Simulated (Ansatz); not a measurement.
# Ag (P6₃/mmc, No. 194, 2 atoms in the cell; start mp-10597; another form than the element's usual one)

Level of theory: PBE0 (PAW; Ansatz, an electronic-structure program).

Settings: plane-wave cutoff 460 eV, 9×9×6 k mesh (along the axes of the cell as run), Fermi–Dirac smearing 0.01 eV, no spin polarisation, scalar-relativistic PAW data made under PBE.

Cell (relaxed at this level):

```
CELL_PARAMETERS angstrom
      2.91589     0.00000     0.00000
     -1.45795     2.52524     0.00000
      0.00000     0.00000     4.81348
ATOMIC_POSITIONS crystal
  Ag 0.33333 0.66667 0.25000
  Ag 0.66667 0.33333 0.75000
```

- band gap = none

Note: the relaxation could not lower the start's symmetry, so the cell can be a saddle point above a distorted one.

Spin–orbit coupling is not included.

The computed numbers hold no vibrational or temperature effects.

The result took around 9 core-minutes (rough).

A start named mp-… is a Materials Project structure, which need not be a measured phase.
